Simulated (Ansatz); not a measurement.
NbAs (I4₁md, No. 109, 4 atoms in the cell; start mp-2059) was calculated with PBE-D3(BJ) (plane waves, PAW; Ansatz, an electronic-structure program).

Numerical settings: plane-wave cutoff 500 eV, 16×16×16 k mesh, Fermi–Dirac smearing 0.05 eV, no spin polarisation, scalar-relativistic PAW data made under PBE.

Cell (relaxed at this level):

```cif
data_As4Nb4
_chemical_formula_sum 'Nb4 As4'
_space_group_name_H-M_alt 'I41md'
_space_group_IT_number 109
_space_group_name_Hall 'I 4bw -2'
_cell_length_a 3.43979
_cell_length_b 3.43979
_cell_length_c 11.55749
_cell_angle_alpha 90.000
_cell_angle_beta 90.000
_cell_angle_gamma 90.000
loop_
_atom_site_label
_atom_site_type_symbol
_atom_site_symmetry_multiplicity
_atom_site_Wyckoff_symbol
_atom_site_fract_x
_atom_site_fract_y
_atom_site_fract_z
_atom_site_occupancy
Nb1 Nb 4 a 0.00000 0.00000 0.49913 1
As1 As 4 a 0.00000 0.00000 0.91787 1
```
(The calculation used a cell of 4 atoms; values per cell refer to that cell.)

Problem. Estimate the band gap that the calculation returns.

Solution. 
band gap: 0.02 eV (under three smearing widths, so not firm)

Note: the relaxation could not lower the start's symmetry, so the cell can be a saddle point above a distorted one.

Spin–orbit coupling is not included.

A start named mp-… is a Materials Project structure, which need not be a measured phase.
